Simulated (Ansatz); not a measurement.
Input:

```yaml
crystal:
  lattice:
    - [0.00000, 2.25293, 2.25293]
    - [2.25293, 0.00000, 2.25293]
    - [2.25293, 2.25293, 0.00000]
  atoms:
    - { symbol: N, position: [0.75000, 0.75000, 0.75000] }
    - { symbol: Ga, position: [0.00000, 0.00000, 0.00000] }
```

A single point on GaN with a change (pressure −1 GPa), its geometry relaxed with r2SCAN.

All numbers come from HSE06 (Ansatz, a quantum-chemistry and plane-wave program), spin-orbit coupling included, earlier PAW set. Γ-centred 8×8×8 mesh, Fermi–Dirac width 0.01 eV.

**Question.** Predict the band gap and valence-band top at Γ.

**Answer.** 
* **Band gap**: 2.95 eV
* **Valence-band top at Γ (three highest Kramers pairs, from the VBM)**: 0.00, 0.00, -0.02 eV

Single points use the geometry relaxed with r2SCAN. Load acts through the strain it causes; cell and atoms are relaxed under it. No phonon test of stability was made. The cell was made from GaN in the zinc blende structure (space group F-43m, No. 216) by this change: pressure −1 GPa. This is not the structure that GaN has at room temperature and ambient pressure.
